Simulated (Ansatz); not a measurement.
NbPd₃ (I4/mmm, No. 139, 4 atoms in the cell; start mp-1135)

Calculation: r²SCAN (Ansatz, a quantum-chemistry and plane-wave program, plane waves, PAW).

Run with plane-wave cutoff 560 eV, 20×20×20 k mesh, Fermi–Dirac smearing 0.05 eV, no spin polarisation, scalar-relativistic PAW data made under PBE.

Cell (relaxed at this level):

```
NbPd3
1.0
   -1.95058     1.95058     4.01315
    1.95058    -1.95058     4.01315
    1.95058     1.95058    -4.01315
Nb Pd
1 3
Direct
  0.00000   0.00000   0.00000
  0.50000   0.50000   0.00000
  0.75000   0.25000   0.50000
  0.25000   0.75000   0.50000
```

- bulk modulus B0 = 217 GPa

Note: the run has no spin polarisation, so it can have missed a magnetic state; the bulk modulus is −V dP/dV from two relaxed cells at ±2 % in volume; the relaxation could not lower the start's symmetry, so the cell can be a saddle point above a distorted one.

Computed values are for the static lattice.

Cost on a shared machine: around 10 core-minutes (rough).

A start named mp-… is a Materials Project structure, which need not be a measured phase.
